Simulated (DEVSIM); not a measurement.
Device: abrupt GaAs p-n junction, at 300 K.

Layer 1 from the left is GaAs, thickness (μm) 2.90, Na (cm⁻³) 1.6e15, τn (s) 8.6e-9, τp (s) 8.6e-9. Layer 2 from the left is GaAs, thickness (μm) 20.0, Nd (cm⁻³) 9.8e14, τn (s) 8.6e-9, τp (s) 8.6e-9.

Left contact: ohmic. Right contact: ohmic. Voltage is applied to the left contact. Recombination: SRH at mid-gap. Mobility is μmin + (μ − μmin)/(1 + (N/Nref)^α).

This is a model device: material constants are rounded textbook-type values typed into the input, and sizes, dopings and lifetimes were drawn at random. Values at 300 K.

GaAs: gap (eV) 1.424, affinity (eV) 4.07, permittivity 12.9, Nc (cm⁻³) 4.7e17, Nv (cm⁻³) 9e18, μn (cm²/Vs) 8500, μp (cm²/Vs) 400, μn,min 500, μp,min 20, Nref,n 6e16, Nref,p 1.5e17, αn 0.39, αp 0.38.

DEVSIM, 1D drift-diffusion, Boltzmann statistics, complete ionisation; no tunnelling, impact ionisation, image-force lowering or self-heating.

Dark forward current:

| |V| (V) | |J| (A/cm²) |
|---|---|
| 0.05 | 2.768e-10 |
| 0.10 | 9.671e-10 |
| 0.15 | 2.811e-9 |
| 0.20 | 7.816e-9 |
| 0.25 | 2.146e-8 |
| 0.30 | 5.877e-8 |
| 0.35 | 1.613e-7 |
| 0.40 | 4.446e-7 |
| 0.45 | 1.236e-6 |
| 0.50 | 3.491e-6 |
| 0.55 | 1.017e-5 |
| 0.60 | 3.148e-5 |
| 0.65 | 0.0001088 |
| 0.70 | 0.0004436 |
| 0.75 | 0.002175 |
| 0.80 | 0.01236 |
| 0.85 | 0.07654 |
| 0.90 | 0.4828 |
| 0.95 | 2.702 |
| 1.00 | 10.29 |
| 1.05 | 24.80 |
| 1.10 | 44.63 |
| 1.15 | 68.39 |
| 1.20 | 95.44 |
| 1.25 | 125.6 |
| 1.30 | 158.7 |

### Question
Work out the local ideality factor n = ΔV / (kT/q · ln(J2/J1)) between the rows 0.15 and 0.20 V, 0.85 and 0.90 V, 1.25 and 1.30 V.

### Answer
kT/q = 25.85 mV. From 0.15 to 0.20 V: ln(7.816e-9/2.811e-9) = 1.023, n = 1.89, near the 2 of recombination in the depletion region. From 0.85 to 0.90 V: ln(0.4828/0.07654) = 1.842, n = 1.05, near the 1 of diffusion or emission over a barrier. From 1.25 to 1.30 V: ln(158.7/125.6) = 0.234, n = 8.27.

### Question
Estimate the current at 0.85 V from the Shockley equation with J0 = Σ q ni² D/(N L) coth(W/L), τ joining the SRH, radiative and Auger lifetimes that are on, and W taken as the whole layer.

### Answer
ni² = 5.04e12 cm⁻⁶; electrons in the p layer: μ = 6930 cm²/Vs, D = 179 cm²/s, τ = 8.60e-9 s, L = 12.4 μm, W/L = 0.23, term 3.18e-16 A/cm²; holes in the n layer: μ = 351 cm²/Vs, D = 9.07 cm²/s, τ = 8.60e-9 s, L = 2.79 μm, W/L = 7.2, term 2.68e-17 A/cm². J0 = 3.44e-16 A/cm², and J = J0 exp(qV/kT) = 0.0657 A/cm². The simulation gives 0.0765 A/cm²; the estimate lies 14 % below. The estimate leaves out recombination in the depletion region and that region's share of W.
